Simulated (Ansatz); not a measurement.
Response to strain in Ta2N

The parent structure is Ta$_{2}$N in the anti-CdI2 type structure (space group P-3m1, No. 164; relaxed with 0.1 eV smearing).

```yaml
crystal:
  lattice:
    - [3.05065, 0.00000, 0.00000]
    - [-1.52533, 2.64194, 0.00000]
    - [0.00000, 0.00000, 4.79969]
  atoms:
    - { symbol: N, position: [0.00000, 0.00000, 0.00000] }
    - { symbol: Ta, position: [0.33333, 0.66667, 0.25523] }
    - { symbol: Ta, position: [0.66667, 0.33333, 0.74477] }
```

Cartesian axes are those of the cell as printed.

Strains are applied to the cell and any free atomic positions relax; under biaxial strain the out-of-plane vector relaxes too; under stress the whole cell relaxes.

Method: PBEsol-D3(BJ) (Ansatz, an electronic-structure program), scalar-relativistic without spin-orbit coupling.

Notes on the quantities. pressure: mean of the normal stresses, compression positive.

```csv
case,pressure,shortest interatomic distance,space group
base,0.0 GPa,2.145 Å,P-3m1 (No. 164)
"biaxial strain +1.23 %, plane normal [001], relaxed out of plane",-3.2 GPa,2.150 Å,P-3m1 (No. 164)
"biaxial strain +1.62 %, plane normal [001], relaxed out of plane",-4.2 GPa,2.151 Å,P-3m1 (No. 164)
"biaxial strain +3.73 %, plane normal [001], relaxed out of plane",-9.5 GPa,2.162 Å,P-3m1 (No. 164)
isotropic strain +0.56 %,-4.9 GPa,2.155 Å,P-3m1 (No. 164)
uniaxial strain ε_xx = −2.39 %,7.7 GPa,2.127 Å,C2/m (No. 12)
uniaxial strain ε_xx = −0.42 %,1.3 GPa,2.142 Å,C2/m (No. 12)
"uniaxial stress, 1 GPa tension along x",–,2.144 Å,C2/m (No. 12)
tensor shear ε_xz = +1.65 %,0.3 GPa,2.132 Å,P-1 (No. 2)
tensor shear ε_xz = +2.35 %,0.5 GPa,2.126 Å,P-1 (No. 2)
```

Beyond what the load breaks, stability against distortions was not tested. The final runs are not spin-polarised. An odd electron count without spin: Ta2N.
